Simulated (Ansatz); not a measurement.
Base system: Sn in the diamond structure (space group Fd-3m, No. 227; a = 6.656 Å; relaxed with 0.1 eV smearing).

Calculations: Kohn–Sham DFT with the PBE functional, run in Ansatz (a program for electronic structure) with PAW and 420 eV plane waves, without spin-orbit coupling, earlier PAW set.

Before the change:

```
Property    Value
--------  -------
Pressure  0.0 GPa
Band gap     zero
```

It is then changed as follows: every lattice vector is stretched by 1.72 %; the atoms relax in the strained cell.

Q: Estimate the effect on the pressure.

A: The pressure goes from zero to -1.6 GPa.

Q: What does the calculation give for the energy relative to the base after the change?

A: The energy increases by 10 meV/atom.

Q: Predict the new band gap.

A: The band gap stays zero.

No phonon test of stability was made.
